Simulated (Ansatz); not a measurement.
Checking a run of Ansatz (a program for electronic structure) on TiBr3 (R-3, 8 atoms in the cell). The aim is a self-consistent single point with DFT, LDA (PW92), plane waves, default PAW files made with PBE.

Cell that was meant: a = 7.4899 Å, b = 7.4899 Å, c = 7.4899 Å, α = 51.84°, β = 51.84°, γ = 51.84°.

Part of the input:

Ansatz 0.2 input:
```yaml
    - [-3.273815, 1.890138, 6.465893]
    - [0.000000, -3.780276, 6.465893]
  atoms:
    - { symbol: Ti, position_ang: [0.000000, -0.000000, 12.930105] }
    - { symbol: Ti, position_ang: [0.000000, 0.000000, 6.467574] }
    - { symbol: Br, position_ang: [2.113477, 0.124012, 11.446958] }
    - { symbol: Br, position_ang: [-2.113477, -0.124012, 7.950721] }
    - { symbol: Br, position_ang: [-1.164136, 1.768319, 11.446958] }
[...]
  xc: lda
  pseudopotentials:
    kind: paw
scf:
  occupations:
    method: cold
    width: 0.2 eV
```

Output, abridged:

```
WARN ansatz: RAYON_NUM_THREADS=1 ignored (pool sized by the plan → 1); use --threads N
Pseudopotentials: kind: paw
   [... lines left out ...]
PAW frozen core: Br, regenerated for the run's functional, and the local potential with it
Initial density: superposition of atomic densities (neutral atoms: chi_scale 0, normalization atom), corrected by the library's trained network
Initial wavefunctions: pseudopotential atomic-orbital guess
Eigensolver: davidson
Functional: x = slater, c = lda
SCF iter   1: F=—  HF=-21072.879127 eV  |F-HF|=—  |Δ(HF+E_count)|=         —  Δρ=4.25e-3  dr2=4.03e-2  ethr=1.77e-3  ⟨swp⟩=6.8  Hψ=1083  notcnv=0
all-band conjugate gradients solve this SCF's bands
preconditioner: auto → LDOS
SCF iter   2: F=—  HF=-21072.877431 eV  |F-HF|=—  |Δ(HF+E_count)|=   1.70e-3  S|Δr|=    0.00e0  Δρ=1.88e-3  dr2=9.58e-3  ethr=6.10e-5  ⟨swp⟩=3.0  Hψ=528  notcnv=0
   [... lines left out ...]
SCF iter   6: F=—  HF=-21072.875291 eV  |F-HF|=—  |Δ(HF+E_count)|=   4.77e-5  S|Δr|=    0.00e0  Δρ=1.05e-4  dr2=2.01e-5  ethr=4.88e-7  ⟨swp⟩=2.0  Hψ=301  notcnv=0
SCF iter   7: F=—  HF=-21072.875183 eV  |F-HF|=—  |Δ(HF+E_count)|=   1.08e-4  S|Δr|=    0.00e0  Δρ=2.04e-5  dr2=5.27e-7  ethr=3.05e-8  ⟨swp⟩=2.3  Hψ=427  notcnv=0
SCF iter   8: F=-21072.875184 eV  HF=-21072.875184 eV  |F-HF|=1.36e-8  |Δ(HF+E_count)|=   3.20e-7  S|Δr|=    0.00e0  Δρ=3.45e-6  dr2=2.09e-8  ethr=1.52e-10  ⟨swp⟩=7.0  Hψ=1073  notcnv=0
SCF 1 converged in 8 iterations: F = -21072.875184 eV  dr2 = 2.09e-8
Stability not checked (fill_not_monotonic)
Free energy (F): -21072.875184 eV
Internal energy: -21072.736046 eV  (E = F + TS)
E sigma→0 (E₀):  -21072.828804 eV
Entropy (-TS):   -0.139138 eV (-17.392 meV/atom)
Fermi energy:    4.622624 eV
--- Forces (eV/Å), atoms counted from 1 ---
  atom   1  Ti    -0.00000000    -0.00000000     0.00129062
  atom   2  Ti     0.00000000     0.00000000    -0.00129062
  atom   3  Br    -0.10038948     0.15952984     0.30028801
   [... lines left out ...]
  atom   8  Br    -0.18835164    -0.00717492    -0.30028801
--- Stress (GPa, compression-positive) ---
       -4.291324      -0.000000      -0.000000
        0.000000      -4.291324       0.000000
       -0.000000       0.000000      -2.895126
  P = ⅓ Tr σ = -3.8259 GPa (-38.259 kbar)
  The stress holds the Pulay correction. Without it, at fixed plane waves, as pw.x and ABINIT print it: P = -3.8546 GPa
```

**Question.** Is anything amiss in this input, and did it matter?

**Answer.** The run is not sound. The fault is no spin polarisation for a cell with magnetic atoms. A run without spin cannot form moments, so any exchange energy of the magnetic state is missed. To fix it, switch spin polarisation on and give starting moments. The run converged in 8 iterations without an error; against the sound input the free energy rises by 25.3 meV/atom, the pressure goes from -3.56 to -3.83 GPa, the largest force stays at 0.355 eV/Å and the net moment of 0.25 μB/atom is absent without spin.

The sound input it was made from differs as follows (other fixes are possible):
```diff
-    - { symbol: Ti, position_ang: [0.000000, -0.000000, 12.930105] }
-    - { symbol: Ti, position_ang: [0.000000, 0.000000, 6.467574] }
+    - { symbol: Ti, position_ang: [0.000000, -0.000000, 12.930105], spin: 1.0 }
+    - { symbol: Ti, position_ang: [0.000000, 0.000000, 6.467574], spin: 1.0 }
+magnetization:
+  spin_polarized: true
```

With that input, the run converged in 14 iterations: free energy E − TS (on the zero of these files) -21073.0776 eV; Fermi level (on the code's own zero) 4.43 eV; pressure -3.56 GPa; largest force (vector length) 0.355 eV/Å; size of the cell's spin moment 2.00 μB (DFT, LDA (PW92), plane waves, default PAW files made with PBE).

On the sound input: the starting cell comes from a database of computed structures (which also holds hypothetical and non-ambient phases and stackings), without a prior relaxation at this level. The magnetic order is the one reached from the typed start; others were not searched systematically. With a pressure of about -4 GPa the cell is away from its equilibrium volume at this level. Ansatz's pressure includes its estimate of the finite-basis (Pulay) stress.
